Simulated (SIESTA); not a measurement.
**Convergence study of the SCF threshold for Mg (P-3m1, 2 atoms in the cell)**

```yaml
crystal:
  lattice:
    - [1.60018, -2.77160, 0.00000]
    - [1.60018, 2.77160, 0.00000]
    - [0.00000, 0.00000, 5.19437]
  atoms:
    - { symbol: Mg, position: [0.33333, 0.66667, 0.25963] }
    - { symbol: Mg, position: [0.66667, 0.33333, 0.75000] }
```

Level of theory: LDA PW92, numerical atomic orbitals DZP, PseudoDojo LDA standard norm-conserving potentials (rewritten from UPF to PSML) (SIESTA).

Base settings: XC.functional = LDA; XC.authors = PW92; potentials = PseudoDojo LDA standard; PAO.BasisSize = DZP; PAO.EnergyShift = 0.005 Ry; MeshCutoff = 350 Ry; kgrid.MonkhorstPack = 12 12 7; OccupationFunction = FD; ElectronicTemperature = 0.1 eV; MaxSCFIterations = 150.

In this ladder: SCF.DM.Tolerance = default; SCF.DM.Converge = false; SCF.H.Converge = false; SCF.FreeE.Converge = true.

The mesh stays at the base's, so the ladder's end is converged at best in this setting alone.

Only quantities that move along the ladder and can be compared are tabulated.

The starting cell has typed, rounded lattice constants, without a prior relaxation at this level. Its lattice was rescaled by up to half a per cent. One atom was moved a little off its site on purpose. Values carry the incompleteness of an atom-centred basis.

Steps (SCF.FreeE.Tolerance): 1.0E-01 eV; 1.0E-02 eV; 1.0E-03 eV; 1.0E-04 eV; 1.0E-05 eV; 1.0E-06 eV; 1.0E-07 eV; 1.0E-08 eV; 1.0E-10 eV; 1.0E-12 eV.

Question: What is the coarsest SCF.FreeE.Tolerance that holds the free energy within 5 meV/atom of the last step, with all finer ones?

Answer: 1.0E-02 eV; the step before is off by 12 meV/atom.

Question: What is the coarsest SCF.FreeE.Tolerance that holds the forces within 0.005 eV/Å of the last step, with all finer ones?

Answer: 1.0E-02 eV; the step before is off by 0.013 eV/Å.

Question: What is the coarsest SCF.FreeE.Tolerance that holds the pressure within 0.1 GPa of the last step, with all finer ones?

Answer: 1.0E-02 eV; the step before is off by 0.55 GPa.

| SCF.FreeE.Tolerance | free energy less the last step's (meV/atom) | pressure (GPa) | largest difference of a force vector from the last step's (eV/Å) |
|---|---|---|---|
| 1.0E-01 eV | 11.90 | 1.33 | 0.013 |
| 1.0E-02 eV | 0.00 | 0.78 | 0.003 |
| 1.0E-03 eV | 0.00 | 0.78 | 0.003 |
| 1.0E-04 eV | 0.00 | 0.78 | 0.003 |
| 1.0E-05 eV | 0.00 | 0.78 | 0.000 |
| 1.0E-06 eV | 0.00 | 0.78 | 0.000 |
| 1.0E-07 eV | 0.00 | 0.78 | 0.000 |
| 1.0E-08 eV | 0.00 | 0.78 | 0.000 |
| 1.0E-10 eV | 0.00 | 0.78 | 0.000 |
| 1.0E-12 eV | 0.00 | 0.78 | 0.000 |
